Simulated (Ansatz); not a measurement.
Take BeS (space group P6_422, No. 181; a = 3.4236 Å, c = 7.7457 Å; a hypothetical phase, not in the database extracts checked) as the base. Axes: x lies along a and z along c of the hexagonal cell.

It is then changed as follows: uniaxial stress, 5 GPa tension along z; all other stress components relax to zero.

Levels (all Ansatz, a first-principles code, PAW): PBEsol (420 eV, spin-orbit coupling left out); r2SCAN (500 eV, scalar-relativistic without spin-orbit coupling); HSE06 (420 eV, no SOC).

One geometry, relaxed with PBEsol, under each level:

```json
[
 {"level": "PBEsol", "band gap": "2.58 eV", "lowest conduction level above the VBM at special points": "M 2.58 eV; L 3.33 eV; A 3.85 eV; K 3.93 eV", "pressure": "-16.6 kbar"},
 {"level": "r2SCAN", "band gap": "3.21 eV", "lowest conduction level above the VBM at special points": "M 3.21 eV; L 3.91 eV; A 4.59 eV; K 4.50 eV", "pressure": "10.8 kbar"},
 {"level": "HSE06", "band gap": "___", "lowest conduction level above the VBM at special points": "___", "pressure": "–"}
]
```

Question: Give the withheld HSE06 results.

Answer: 
- HSE06, band gap: 3.62 eV
- HSE06, lowest conduction level above the VBM at special points: M 3.62 eV; L 4.40 eV; A 4.99 eV; Γ 5.50 eV

Single points use the geometry relaxed with PBEsol. Their cutoffs differ, which shifts pressures a little. HSE06 was sampled on its mesh, a few special points and the semilocal edge points, so its gap is an upper bound. Load acts through the strain it causes; cell and atoms are relaxed under it. Beyond what the load breaks, stability against distortions was not tested. The base started in P3_121 and relaxed to P6_422 at this level.
